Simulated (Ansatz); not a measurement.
Output of an Ansatz run (abridged):

```
WARN the atoms were moved onto the symmetric positions of the space group found under crystal.symmetry.tolerance 1.0e-5 (fractional …
WARN ansatz: RAYON_NUM_THREADS=1 ignored (pool sized by the plan → 1); use --threads N
Pseudopotentials: kind: paw
Pseudopotential: Cd, paw, valence charge 20
Crystal: 3 atoms, lattice volume = 64.187 Å³
Basis set: ecut = 420 eV, 1277 PW (Γ), exchange–correlation on 72×72×48 points (8 copies of the dense FFT grid, shifted against one another)
Bands: 36, of which v1, the nominal top of the filled ones, is band 30 counted from 1 (29 counted from 0)
Symmetry: 24 space group operations
Space group: P6/mmm (ITA 191), of the structure as read, at distance tolerance 4.0e-5 Å
k-points: 60 of 704
Initial density: superposition of atomic densities (neutral atoms: chi_scale 0, normalization atom), corrected by the library's trained network
Initial wavefunctions: pseudopotential atomic-orbital guess
Eigensolver: davidson
Functional: x = pbe(κ = 0.804, μ = 0.2195149727645171), c = pbe(β = 0.06672455060314922)
SCF iter   1: F=—  HF=-24763.102771 eV  |F-HF|=—  |Δ(HF+E_count)|=         —  Δρ=9.64e-4  dr2=5.52e-4  ethr=1.77e-3  ⟨swp⟩=5.4  Hψ=7387  notcnv=0
all-band conjugate gradients solve this SCF's bands
preconditioner: auto → Kerker (q_TF=auto, 2.698 Å⁻¹)
SCF iter   2: F=—  HF=-24763.103558 eV  |F-HF|=—  |Δ(HF+E_count)|=   7.87e-4  Δρ=6.06e-4  dr2=2.25e-4  ethr=9.21e-7  ⟨swp⟩=2.2  Hψ=3786  notcnv=0
SCF iter   3: F=—  HF=-24763.103636 eV  |F-HF|=—  |Δ(HF+E_count)|=   7.77e-5  Δρ=1.58e-4  dr2=2.05e-5  ethr=3.76e-7  ⟨swp⟩=2.7  Hψ=3117  notcnv=0
SCF iter   4: F=—  HF=-24763.103641 eV  |F-HF|=—  |Δ(HF+E_count)|=   5.41e-6  Δρ=4.38e-5  dr2=1.81e-6  ethr=3.41e-8  ⟨swp⟩=2.1  Hψ=2970  notcnv=0
SCF iter   5: F=—  HF=-24763.103641 eV  |F-HF|=—  |Δ(HF+E_count)|=   1.20e-7  Δρ=1.30e-5  dr2=1.13e-7  ethr=3.02e-9  ⟨swp⟩=2.0  Hψ=2951  notcnv=0
SCF iter   6: F=-24763.103641 eV  HF=-24763.103641 eV  |F-HF|=1.07e-8  |Δ(HF+E_count)|=   1.79e-8  Δρ=4.63e-6  dr2=1.61e-8  ethr=1.67e-10  ⟨swp⟩=7.1  Hψ=8058  notcnv=0
SCF 1 converged in 6 iterations: F = -24763.103641 eV  dr2 = 1.61e-8
SCF converged after 6 iterations
Free energy (F): -24763.103641 eV
Harris-Foulkes:  -24763.103641 eV  (|F-HF|=1.07e-8)
Internal energy: -24763.065358 eV  (E = F + TS)
E sigma→0 (E₀):  -24763.084500 eV
Entropy (-TS):   -0.038283 eV (-12.761 meV/atom)
Fermi energy:    14.902851 eV
--- Per-component energies (eV) ---
  E_band       = -1172.579390
  E_kinetic    = 1516.094141
  E_local      = -8743.145932  (includes V_loc(G=0)·N_el)
  E_nonlocal   = 96.051081
  E_hartree    = 4120.403662
  E_xc         = -532.277697
  E_vxc        = -667.745322  (∫ρ·V_xc dr)
  E_paw        = -12246.003470  (= ΣΔE_a)
  E_vpaw       = -1614.634979  (= ΣTr[D̂ρ^β])
  E_aug_tail   = 0.000041  (compensation charges beyond the density's cutoff)
  E_ewald      = -8974.187184
  E_smearing   = -0.038283  (= −TS)
  E_closure    = 0.000000  (closes the sum)
  Σ components = -24763.103641   (vs F -24763.103641, Δ=0.00e0)
--- Forces (eV/Å), atoms counted from 1 ---
  atom   1  Cd     0.00000000     0.00000000     0.00000000
   [... zero for the other atoms too ...]
  max |Σ_I F_I| component: 2.31e-18 eV/Å
--- Stress (GPa, compression-positive) ---
        4.994365      -0.000000       0.000000
       -0.000000       4.994365       0.000000
        0.000000       0.000000       4.711069
  P = ⅓ Tr σ = 4.8999 GPa (48.999 kbar)
  The stress holds the Pulay correction. Without it, at fixed plane waves, as pw.x and ABINIT print it: P = 4.8355 GPa
--- Band table (eV; the first three rows and the last of 60) ---
  k-point 0: bands = ["-88.2297", "-88.2239", "-88.1941", "-49.2999", "-49.2999", "-49.2633", "-49.2633", "-49.2625", "-49.2551", "-49.2409", "-49.2409", "-49.2363", "4.8932", "5.4937", "5.5248", "5.6196", "5.6196", "5.7998", "5.7998", "5.8183", [...]
  k-point 1: bands = ["-88.2296", "-88.2238", "-88.1940", "-49.2997", "-49.2997", "-49.2648", "-49.2628", "-49.2628", "-49.2575", "-49.2410", "-49.2410", "-49.2387", "4.9599", "5.5603", "5.6073", "5.6073", "5.6148", "5.7228", "5.7228", "5.7246", [...]
  k-point 2: bands = ["-88.2292", "-88.2234", "-88.1937", "-49.2992", "-49.2992", "-49.2712", "-49.2638", "-49.2616", "-49.2616", "-49.2454", "-49.2412", "-49.2412", "5.1337", "5.4805", "5.4805", "5.5746", "5.5746", "5.6749", "5.6749", "5.7138", [...]
  k-point 59: bands = ["-88.2255", "-88.2248", "-88.1925", "-49.3024", "-49.2893", "-49.2879", "-49.2811", "-49.2739", "-49.2649", "-49.2536", "-49.2422", "-49.2418", "5.0789", "5.2111", "5.3679", "5.4765", "5.5044", "5.5612", "5.5988", "5.7460", [...]
```

The structure:

```
CELL_PARAMETERS angstrom
      4.95777     0.00000     0.00000
     -2.47889     4.29355     0.00000
      0.00000     0.00000     3.01540
ATOMIC_POSITIONS crystal
  Cd 0.00000 0.00000 0.00000
  Cd 0.33333 0.66667 0.50000
  Cd 0.66667 0.33333 0.50000
```

### Question
What input produced this log?

### Answer
Other spellings and defaults could give the same log, and not every line can be read from it. The input that was run (DFT, PBE, plane waves, default PAW files):

Ansatz 0.2 input:
```yaml
crystal:
  lattice:
    - [4.957769, 0.000000, 0.000000]
    - [-2.478885, 4.293554, 0.000000]
    - [0.000000, 0.000000, 3.015396]
  atoms:
    - { symbol: Cd, position: [0.000000, 0.000000, 0.000000] }
    - { symbol: Cd, position: [0.333333, 0.666667, 0.500000] }
    - { symbol: Cd, position: [0.666667, 0.333333, 0.500000] }
basis:
  ecutwfc: 420.0
kpoints:
  mp_grid: { grid: [8, 8, 11] }
hamiltonian:
  xc: pbe
  pseudopotentials: { kind: paw }
scf:
  occupations: { method: gaussian, width: 0.272 }
output:
  forces: true
  eigenvalues: true
  stress: true
```

The starting cell was generated: these elements placed on a structure prototype, without a prior relaxation; it need not be a known phase or ordering of this composition. With a pressure of about 5 GPa the cell is away from its equilibrium volume at this level. Ansatz's pressure includes its estimate of the finite-basis (Pulay) stress.

Ansatz is a program for electronic structure.
